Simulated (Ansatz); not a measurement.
# How far to go with the plane-wave cutoff: SrIn2 (P3m1, 6 atoms in the cell)

```yaml
crystal:
  lattice:
    - [5.06967, 0.00000, 0.00000]
    - [-2.53484, 4.39046, 0.00000]
    - [0.00000, 0.00000, 8.15589]
  atoms:
    - { symbol: Sr, position: [0.00000, 0.00000, 0.75613] }
    - { symbol: Sr, position: [0.00000, 0.00000, 0.25000] }
    - { symbol: In, position: [0.33333, 0.66667, 0.95349] }
    - { symbol: In, position: [0.66667, 0.33333, 0.04651] }
    - { symbol: In, position: [0.66667, 0.33333, 0.45349] }
    - { symbol: In, position: [0.33333, 0.66667, 0.54651] }
```

Level of theory: LDA (PW92), default PAW files made with PBE (plane waves; Ansatz, a first-principles code).

Base settings: basis.ecutwfc = 420 eV; kpoints.mp_grid.grid = 5 5 2; hamiltonian.xc = lda; hamiltonian.pseudopotentials = {kind: paw} (the program's default PAW files); scf.occupations.method = gaussian; scf.occupations.width = 0.1 eV.

The second cell is the first with its lattice scaled by 0.98.

The mesh stays at the base's, so the ladder's end is converged at best in this setting alone.

The first pressure column holds Ansatz's estimate of the finite-basis (Pulay) stress, which hides part of the cutoff error; the other is without it.

Only quantities that move along the ladder and can be compared are tabulated.

The count of work is k-points × plane waves × bands × iterations; it is no time. 

The starting cell comes from a database of computed structures (which also holds hypothetical and non-ambient phases and stackings), without a prior relaxation at this level. Its lattice was rescaled by up to half a per cent. One atom was moved a little off its site on purpose. In the base run, with a pressure of about -4 GPa the cell is away from its equilibrium volume at this level. Without a gap this mesh is coarse (it stands for a supercell whose shortest vector is 16 Å).

```tsv
basis.ecutwfc	free energy less the last step's (meV/atom)	energy of the compressed cell less the first (meV/atom)	pressure (GPa)	pressure without the Pulay estimate (GPa)	largest difference of a force vector from the last step's (eV/Å)	count of work / last
145 eV	44163.04	75.57	-8.16	-803.98	0.740	0.071
170 eV	17756.16	6.84	-9.15	-405.62	0.675	0.095
190 eV	8130.67	98.03	-4.89	-217.35	0.239	0.11
210 eV	3698.96	1.62	-2.61	-115.05	0.194	0.13
230 eV	1586.43	-30.57	-2.69	-58.71	0.062	0.13
250 eV	648.43	-22.96	-3.47	-29.75	0.045	0.15
295 eV	65.94	-28.05	-3.49	-7.37	0.009	0.18
335 eV	5.68	-29.00	-3.56	-3.99	0.001	0.19
380 eV	1.12	-29.20	-3.57	-3.58	0.000	0.23
420 eV	0.84	-29.22	-3.57	-3.58	0.000	0.27
460 eV	0.60	-29.22	-3.57	-3.58	0.000	0.31
505 eV	0.53	-29.23	-3.57	-3.57	0.000	0.36
565 eV	0.36	-29.23	-3.57	-3.58	0.000	0.42
630 eV	0.13	-29.22	-3.57	-3.58	0.000	0.50
735 eV	0.06	-29.22	-3.57	-3.57	0.000	0.63
840 eV	0.03	-29.22	-3.57	-3.57	0.000	0.76
1010 eV	0.00	-29.23	-3.57	-3.57	0.000	1.0
```

Coarsest basis.ecutwfc that holds the free energy within 2 meV/atom of the last step, with all finer ones: 380 eV, at 0.23 of the last step's count of work; the step before is off by 5.7 meV/atom.

Coarsest basis.ecutwfc that holds the pressure within 0.2 GPa of the last step, with all finer ones: 250 eV, at 0.15 of the last step's count of work; the step before is off by 0.88 GPa.

Coarsest basis.ecutwfc that holds the forces within 0.005 eV/Å of the last step, with all finer ones: 335 eV, at 0.19 of the last step's count of work; the step before is off by 0.009 eV/Å.

The energy difference between the two cells stays within 1 meV/atom of the last step's from 335 eV on, the total only from 420 eV on: much of the error is common to both cells and cancels.

At the lowest cutoff the pressure without the Pulay estimate lies 800 GPa under the last step's, the usual sign of Pulay stress in an incomplete plane-wave basis.

Keys are those of Ansatz 0.2.
